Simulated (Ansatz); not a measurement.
Functionals compared on a constructed model of the (111) surface of fcc Au, a pseudomorphic layer of Zr in the host's stacking (bottom of the slab: a bare face, its two planes held), in Ansatz (plane waves, PAW). The structure was relaxed with PBE; the other rows are single points on it. Cutoff 420 eV (500 eV for r2SCAN).

Slab: 7 atoms, 14.7 Å thick at the start; k 15x15x1, smearing 0.1 eV, dipole-corrected; 2 atoms held, the rest relaxed; held to the start's symmetry, so lower structures may exist; no spin, no spin-orbit, no U. It is one candidate, not shown to be the stable structure of the face. These notes are the PBE run's.

| functional | work function of the top face (eV) | rough cost of the single point |
|---|---|---|
| PBE | 4.39 | – |
| RPBE | 4.23 | very roughly 60 core-seconds |
| r2SCAN | [?] | around 110 core-seconds (rough) |

**Question.** Fill in the missing entries.

**Answer.** 
- r2SCAN, work function of the top face (eV): 4.40

Ansatz is a first-principles code.
